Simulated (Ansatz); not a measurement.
Base system: Pd in the fcc (Cu type) structure (space group Fm-3m, No. 225; a = 3.945 Å; relaxed with 0.1 eV smearing).

Computed with PBE (Ansatz, a quantum-chemistry and plane-wave program, PAW, spin-orbit coupling left out).

Before the change:

* **Pressure**: 0.0 GPa
* **Band gap**: zero

One thing is altered: every lattice vector is shortened by 1.50 %, atoms relaxed at fixed cell.

### Question
What does the calculation give for the pressure, energy relative to the base and band gap after the change?

### Answer
The pressure goes from zero to 8.5 GPa; the energy increases by 17 meV/atom; the band gap stays zero.

The cells carry an imposed strain or load. Stability against distortions was not tested. The final runs are not spin-polarised.
